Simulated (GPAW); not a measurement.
Band structure of Be₅Co (F-43m, 6 atoms in the cell).

```yaml
crystal:
  lattice:
    - [0.00000, 2.88393, 2.88393]
    - [2.88393, 0.00000, 2.88393]
    - [2.88393, 2.88393, 0.00000]
  atoms:
    - { symbol: Be, position: [0.25000, 0.25000, 0.25000] }
    - { symbol: Be, position: [0.62557, 0.62557, 0.12329] }
    - { symbol: Be, position: [0.62557, 0.12329, 0.62557] }
    - { symbol: Be, position: [0.62557, 0.62557, 0.62557] }
    - { symbol: Be, position: [0.12329, 0.62557, 0.62557] }
    - { symbol: Co, position: [0.00000, 0.00000, 0.00000] }
```

Level of theory: LDA (Perdew-Wang 92), GPAW PAW datasets LDA (gpaw-data 1.0.1) (plane waves; GPAW).

Settings: mode = pw; ecut = 850 eV; xc = LDA; kpts = 8 8 8; mesh shift (steps) = 0 0 0; occupations.name = fermi-dirac; occupations.width = 0.1 eV; nbands = -14; convergence.density = 1e-05 e/electron; symmetry.symmorphic = false; symmetry.tolerance = 0.0005; maxiter = 120; bandpath_npoints = 40.

The starting cell comes from a database of computed structures (which also holds hypothetical and non-ambient phases and stackings), without a prior relaxation at this level. Spin polarisation is off.

Levels in eV from the Fermi level, bands 7 to 13:
```
point      7      8      9     10    11    12    13
-----  -----  -----  -----  -----  ----  ----  ----
Γ      -1.80   0.85   0.85   0.85  3.86  3.86  3.86
X      -1.17  -0.98  -0.98  -0.08  1.10  7.09  7.61
W      -1.29  -1.04  -0.66   0.54  1.22  4.46  4.64
K      -1.21  -0.90  -0.90  -0.06  1.69  4.71  5.39
L      -1.32  -0.79  -0.54  -0.54  2.84  2.84  4.52
U      -1.21  -0.90  -0.90  -0.06  1.69  4.71  5.39
```

Bands cross the Fermi level along this path, so the cell is metallic at this level.
